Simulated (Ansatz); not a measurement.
LaScO3 (model structure, started from the LiNbO3 type, R3c, No. 161, 10 atoms in the cell), treated with PBEsol in Ansatz (plane waves, PAW).

Settings: plane-wave cutoff 500 eV, 8×8×8 k mesh, Fermi–Dirac smearing 0.05 eV, scalar-relativistic PAW data made under PBE.

Cell (relaxed at this level):

```cif
data_La2O6Sc2
_chemical_formula_sum 'La2 Sc2 O6'
_space_group_name_H-M_alt 'P 1'
_space_group_IT_number 1
_cell_length_a 5.68717
_cell_length_b 5.68717
_cell_length_c 5.68717
_cell_angle_alpha 60.442
_cell_angle_beta 60.442
_cell_angle_gamma 60.442
loop_
_space_group_symop_operation_xyz
  'x, y, z'
loop_
_atom_site_label
_atom_site_type_symbol
_atom_site_fract_x
_atom_site_fract_y
_atom_site_fract_z
_atom_site_occupancy
La1 La 0.27406 0.27406 0.27406 1
La2 La 0.77406 0.77406 0.77406 1
Sc1 Sc 0.01297 0.01297 0.01297 1
Sc2 Sc 0.51297 0.51297 0.51297 1
O1 O 0.74353 0.16966 0.35007 1
O2 O 0.35007 0.74353 0.16966 1
O3 O 0.16966 0.35007 0.74353 1
O4 O 0.85007 0.66966 0.24353 1
O5 O 0.24353 0.85007 0.66966 1
O6 O 0.66966 0.24353 0.85007 1
```

Problem. Give the computed band gap.

Solution. 
* **band gap**: 4.19 eV (on the SCF k mesh)

Note: the relaxation could raise the start's symmetry but not lower it, so the cell can be a saddle point.

Spin–orbit coupling is not included.

Computed values are for the static lattice.

A model structure was made by putting elements into a prototype or built by hand; it is no filed structure, need not be a known phase, and can be a saddle point held by its symmetry.

Ansatz is an electronic-structure program.
